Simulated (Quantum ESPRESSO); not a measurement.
Input and output of a self-consistent single point for Sn2Ir (P1, 3 atoms in the cell) (Quantum ESPRESSO).

Method of the run: PBEsol, SSSP 1.1.2 efficiency (PBE) pseudopotentials (plane waves; Quantum ESPRESSO).

```xyz
3
Lattice="0.0000 3.1690 3.1690 3.1690 0.0000 3.1690 3.1690 3.1690 0.0000" Properties=species:S:1:pos:R:3 pbc="T T T"
Ir    -0.0171    -0.0390     0.0303
Sn     1.5593     1.6267     1.5855
Sn     4.7958     4.7503     4.7223
```

Reference input (self-consistent single point, DFT, PBEsol, plane waves, SSSP 1.1.2 efficiency (PBE) pseudopotentials): ecutwfc = 40 Ry; ecutrho = 320 Ry; occupations = smearing; smearing = marzari-vanderbilt; degauss = 0.0073499 Ry; input_dft = pbesol; potentials = {Ir: Ir_pbe_v1.2.uspp.F.UPF, Sn: Sn_pbe_v1.uspp.F.UPF}; K_POINTS = automatic 7 7 7 0 0 0; conv_thr = 1e-11 Ry. This run's input differs from it in these lines:

```diff
@@ -21,3 +21,3 @@
 &ELECTRONS
- conv_thr = 1.0e-11,
+ conv_thr = 7.3e-05,
 /
```

Output (repeated stretches shortened):

```
     Self-consistent Calculation

     iteration #  1     ecut=    40.00 Ry     beta= 0.70

     negative rho (up, down):  2.819E-01 0.000E+00

     total energy              =    -505.05671201 Ry
     estimated scf accuracy    <       4.42952773 Ry

     iteration #  2     ecut=    40.00 Ry     beta= 0.70

     negative rho (up, down):  3.282E-01 0.000E+00

     total energy              =    -506.04044571 Ry
     estimated scf accuracy    <       6.58367022 Ry

     iteration #  3     ecut=    40.00 Ry     beta= 0.70

     negative rho (up, down):  3.229E-01 0.000E+00

     total energy              =    -507.14859766 Ry
     estimated scf accuracy    <       0.07082413 Ry

     iteration #  4     ecut=    40.00 Ry     beta= 0.70

     negative rho (up, down):  3.227E-01 0.000E+00

     total energy              =    -507.16371911 Ry
     estimated scf accuracy    <       0.00877784 Ry

     iteration #  5     ecut=    40.00 Ry     beta= 0.70

     negative rho (up, down):  3.219E-01 0.000E+00

     total energy              =    -507.16575137 Ry
     estimated scf accuracy    <       0.01000147 Ry

     iteration #  6     ecut=    40.00 Ry     beta= 0.70

     negative rho (up, down):  3.219E-01 0.000E+00
     End of self-consistent calculation

     Number of k-points >= 100: set verbosity='high' to print the bands.

     the Fermi energy is    14.5036 ev

!    total energy              =    -507.16701067 Ry
     estimated scf accuracy    <       0.00005648 Ry
     smearing contrib. (-TS)   =      -0.00002137 Ry
     internal energy E=F+TS    =    -507.16698930 Ry

     convergence has been achieved in   6 iterations

     negative rho (up, down):  3.219E-01 0.000E+00

     Forces acting on atoms (cartesian axes, Ry/au):

     atom    1 type  1   force =     0.00865800    0.01665768   -0.01325051
     atom    2 type  2   force =     0.00606876   -0.01743744    0.00090115
     atom    3 type  2   force =    -0.01472676    0.00077976    0.01234937

     Total force =     0.035210     Total SCF correction =     0.005536
   [... lines left out ...]

     negative rho (up, down):  3.219E-01 0.000E+00
          total   stress  (Ry/bohr**3)                   (kbar)     P=       -0.11
   0.00001070  -0.00003433  -0.00006933            1.57       -5.05      -10.20
  -0.00003433  -0.00000559   0.00006768           -5.05       -0.82        9.96
  -0.00006933   0.00006768  -0.00000730          -10.20        9.96       -1.07

   JOB DONE.
```

The run converged in 6 iterations. Against the reference run the free energy stays essentially unchanged (within 1 meV/atom), the pressure goes from 0.63 to -0.01 GPa and the largest force goes from 0.604 to 0.591 eV/Å. The full log also holds: “SCF correction compared to forces is large: reduce conv_thr to get better values”.

The starting cell comes from a database of published, mostly measured structures (it also holds non-ambient and calculated ones), without a prior relaxation at this level. Its atoms were displaced at random from the sites of space group no. 225. Spin polarisation is off.

Cost on one core of a shared machine: roughly 2 min.
